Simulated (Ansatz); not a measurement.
We consider rock-salt LaS, described by rVV10 (PAW; Ansatz, a quantum-chemistry and plane-wave program).

Run with plane-wave cutoff 520 eV, 16×16×16 k mesh, Fermi–Dirac smearing 0.05 eV, scalar-relativistic PAW data made under PBE.

A third-order Birch–Murnaghan fit to the energies gives V0 = 25.976 Å³/atom, B0 = 80.3 GPa, B′ = 4.5.

```tsv
V (Å³/atom)	P (GPa)
24.417	5.70
24.937	?
25.456	?
25.976	0.00
26.495	-1.52
27.015	-2.88
27.534	?
```

Problem. Estimate the withheld pressures from this fit; the answers are the runs' own values.

Solution. 
- 24.937, P (GPa): 3.59
- 25.456, P (GPa): 1.70
- 27.534, P (GPa): -4.10

The formula P = (3/2) B0 (x^(7/3) − x^(5/3)) [1 + (3/4)(B′ − 4)(x^(2/3) − 1)] with x = V0/V meets the computed pressures within 0.02 GPa when these rounded values are put in.

Note: the relaxation could not lower the start's symmetry, so the cell can be a saddle point above a distorted one.

Spin–orbit coupling is not included; it can open a gap where bands touch, and shift volumes and moduli.

Cost on a shared machine: around 2.1 core-minutes (rough).
